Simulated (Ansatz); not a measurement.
## Effect of N vacancy on YN

The reference is an 8-atom supercell of YN in the rock salt structure (space group Fm-3m, No. 225; a = 4.896 Å) at its relaxed geometry.

Now apply this change: a neutral N vacancy, atoms relaxed at fixed cell, starting from a slightly rattled geometry.

All numbers come from r2SCAN/PAW in Ansatz (a program for electronic structure), no spin-orbit coupling, earlier PAW set. k-mesh 5×5×5 (Γ-centred); smearing 0.01 eV (Fermi–Dirac).

| quantity | base | changed | shift |
|---|---|---|---|
| pressure | 0.0 GPa | 0.4 GPa | +0.35 GPa |
| largest displacement of a host atom from its site in the perfect cell | – | 0.00 Å | – |
| mean distance from the defect site to its nearest host atoms | 2.45 Å | 2.45 Å | 0.00 Å |

Final structure:

```
Y4N3
1.0
   -4.89571     0.00000     0.00000
    0.00000     0.00000     4.89571
    0.00000     4.89571     0.00000
N Y
3 4
Cartesian
 -2.45063   2.44418  -0.00677
 -2.45061  -0.00420   2.44116
 -0.00197   2.44392   2.44108
 -2.45023   2.44376   2.44088
 -4.89804  -0.00417   2.44089
 -4.89792   2.44356  -0.00691
 -2.45034  -0.00428  -0.00724
```

The magnetic state is the one reached from the starting moments; the real material's order can differ, and small cells can't hold many antiferromagnetic ones. In so small a cell the defect repeats every few ångströms: this is an ordered compound, not a dilute defect. The mesh was chosen for an insulator and is coarse for the gapless case. Starting moments died away, wholly or in part, for N vacancy; another magnetic solution may exist. The defect cell is spin-polarised and ends with 0.1 μB.
